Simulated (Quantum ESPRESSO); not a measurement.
Effort and miss along a sweep of K_POINTS: Mg6AlSn (Amm2, 8 atoms in the cell)

Cell: a = 5.2819 Å, b = 6.3399 Å, c = 6.3399 Å, α = 61.18°, β = 90.00°, γ = 90.00°.

Method of the run: PBEsol, SSSP 1.1.2 efficiency (PBE) pseudopotentials (plane waves; Quantum ESPRESSO).

Base settings: ecutwfc = 40 Ry; ecutrho = 320 Ry; occupations = smearing; smearing = marzari-vanderbilt; degauss = 0.0073499 Ry; input_dft = pbesol; K_POINTS = automatic 4 3 3 0 0 0; conv_thr = 1e-10 Ry; mixing_beta = 0.3.

Misses are taken against the tightest run, automatic 12 12 12 0 0 0, which need not be fully converged itself. The energy is the free energy per atom.

The count of work is k-points × plane waves × bands × iterations; it is no time, and leaves out set-up, grids and terms that scale otherwise. Core times come from one kind of shared machine and are given to one figure; runs under 30 s give none.

The starting cell comes from a database of computed structures (which also holds hypothetical and non-ambient phases and stackings), without a prior relaxation at this level. Its lattice was rescaled by a random factor within 2.5 % of one. In the base run, with a pressure of about -3 GPa the cell is away from its equilibrium volume at this level.

The runs (K_POINTS): automatic 1 1 1 0 0 0 | automatic 2 2 2 0 0 0 | automatic 3 3 3 0 0 0 | automatic 4 3 3 0 0 0 | automatic 4 4 4 0 0 0 | automatic 5 5 5 0 0 0 | automatic 6 6 6 0 0 0 | automatic 7 7 7 0 0 0 | automatic 8 8 8 0 0 0 | automatic 10 10 10 0 0 0 | automatic 12 12 12 0 0 0.

### Question
Which is the coarsest setting among those run that, with all tighter ones, holds the energy within 2 meV/atom of the reference, and what does it save?

### Answer
automatic 7 7 7 0 0 0, off by 0.30 meV/atom; it needs 0.20 of the reference's count of work and about 0.3 of the reference's time.

### Question
Which is the coarsest setting among those run that, with all tighter ones, holds the energy within 1 meV/atom of the reference, and what does it save?

### Answer
automatic 10 10 10 0 0 0, off by 0.23 meV/atom; its saving against the reference is no more than about a factor of 2 in the count of work. The coarser automatic 7 7 7 0 0 0 also lies inside, but a setting between leaves the range again, so that is luck.

### Question
What does the step from automatic 4 3 3 0 0 0 to automatic 7 7 7 0 0 0 buy?

### Answer
It takes the miss in the energy from 24 to 0.30 meV/atom, for 4.6 times the count of work and roughly 3 times the time.

```tsv
K_POINTS	energy less reference (meV/atom)	pressure less reference (GPa)	largest difference in the force on any atom (eV/Å)	count of work / reference	core time / reference (rough)
automatic 1 1 1 0 0 0	-99.72	-0.57	0.366	0.0041	0.06
automatic 2 2 2 0 0 0	-3.29	0.07	0.128	0.020	0.07
automatic 3 3 3 0 0 0	-27.79	-0.28	0.117	0.026	0.07
automatic 4 3 3 0 0 0	-24.00	-0.21	0.048	0.043	0.10
automatic 4 4 4 0 0 0	5.57	-0.10	0.093	0.070	0.09
automatic 5 5 5 0 0 0	7.28	-0.03	0.047	0.089	0.1
automatic 6 6 6 0 0 0	2.26	0.02	0.022	0.17	0.2
automatic 7 7 7 0 0 0	0.30	0.00	0.017	0.20	0.3
automatic 8 8 8 0 0 0	-1.10	-0.02	0.026	0.32	0.3
automatic 10 10 10 0 0 0	0.23	-0.01	0.006	0.62	0.5
automatic 12 12 12 0 0 0	0.00	0.00	0.000	1.0	1
```
